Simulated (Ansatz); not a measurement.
## How far to go with the plane-wave cutoff: LaSi₂Ag₂ (I4mm, 5 atoms in the cell)

```yaml
crystal:
  lattice:
    - [-2.16323, 2.16323, 5.35603]
    - [2.16323, -2.16323, 5.35603]
    - [2.16323, 2.16323, -5.35603]
  atoms:
    - { symbol: La, position: [0.00467, 0.00467, 0.00000] }
    - { symbol: Si, position: [0.60961, 0.60961, 0.00000] }
    - { symbol: Si, position: [0.39039, 0.39039, 0.00000] }
    - { symbol: Ag, position: [0.25000, 0.75000, 0.50000] }
    - { symbol: Ag, position: [0.75000, 0.25000, 0.50000] }
```

Method of the run: LDA (PW92), default PAW files made with PBE (plane waves; Ansatz, a program for electronic structure).

Base settings: basis.ecutwfc = 420 eV; kpoints.mp_grid.grid = 7 7 7; hamiltonian.xc = lda; hamiltonian.pseudopotentials = {kind: paw} (the program's default PAW files); scf.occupations.method = fermi_dirac; scf.occupations.width = 0.1 eV.

The second cell is the first with its lattice scaled by 0.98.

The mesh stays at the base's, so the ladder's end is converged at best in this setting alone.

The first pressure column holds Ansatz's estimate of the finite-basis (Pulay) stress, which hides part of the cutoff error; the other is without it.

Only quantities that move along the ladder and can be compared are tabulated.

The count of work is k-points × plane waves × bands × iterations; it is no time. Core times come from one kind of shared machine, to one figure; runs under 30 s give none.

The starting cell comes from a database of computed structures (which also holds hypothetical and non-ambient phases and stackings), without a prior relaxation at this level. Its lattice was rescaled by up to half a per cent. One atom was moved a little off its site on purpose. In the base run, with a pressure of about -7 GPa the cell is away from its equilibrium volume at this level.

```tsv
basis.ecutwfc	free energy less the last step's (meV/atom)	energy of the compressed cell less the first (meV/atom)	pressure (GPa)	pressure without the Pulay estimate (GPa)	largest difference of a force vector from the last step's (eV/Å)	count of work / last	core time / last (rough)
145 eV	30376.91	-158.56	-16.08	-788.89	0.163	0.068	–
170 eV	13118.07	-104.32	-7.51	-418.46	0.289	0.096	–
190 eV	6458.14	-21.09	-5.88	-240.48	0.144	0.090	–
210 eV	3103.36	-20.29	-4.87	-135.43	0.073	0.11	–
230 eV	1439.33	-25.17	-5.68	-75.09	0.092	0.11	–
250 eV	641.04	-28.11	-6.52	-41.66	0.068	0.12	–
295 eV	90.25	-31.81	-6.91	-13.54	0.018	0.16	–
335 eV	12.76	-32.55	-7.03	-8.17	0.001	0.19	–
380 eV	1.72	-32.66	-7.05	-7.16	0.001	0.23	–
420 eV	0.78	-32.75	-7.06	-7.08	0.001	0.27	–
460 eV	0.50	-32.76	-7.06	-7.07	0.000	0.31	–
505 eV	0.39	-32.76	-7.06	-7.06	0.000	0.35	–
565 eV	0.30	-32.76	-7.06	-7.06	0.000	0.42	–
630 eV	0.14	-32.76	-7.06	-7.06	0.000	0.50	–
735 eV	0.05	-32.77	-7.06	-7.06	0.000	0.62	0.5
840 eV	0.03	-32.77	-7.06	-7.06	0.000	0.76	0.6
1010 eV	0.00	-32.77	-7.06	-7.06	0.000	1.0	1
```

Coarsest basis.ecutwfc that holds the pressure without the Pulay estimate within 0.5 GPa of the last step, with all finer ones: 380 eV, at 0.23 of the last step's count of work; the step before is off by 1.1 GPa.

Coarsest basis.ecutwfc that holds the free energy within 5 meV/atom of the last step, with all finer ones: 380 eV, at 0.23 of the last step's count of work; the step before is off by 13 meV/atom.

Coarsest basis.ecutwfc that holds the pressure within 0.1 GPa of the last step, with all finer ones: 335 eV, at 0.19 of the last step's count of work; the step before is off by 0.15 GPa.

The energy difference between the two cells stays within 1 meV/atom of the last step's from 295 eV on, the total only from 420 eV on: much of the error is common to both cells and cancels.

At the lowest cutoff the pressure without the Pulay estimate lies 782 GPa under the last step's, the usual sign of Pulay stress in an incomplete plane-wave basis.

Keys are those of Ansatz 0.2.
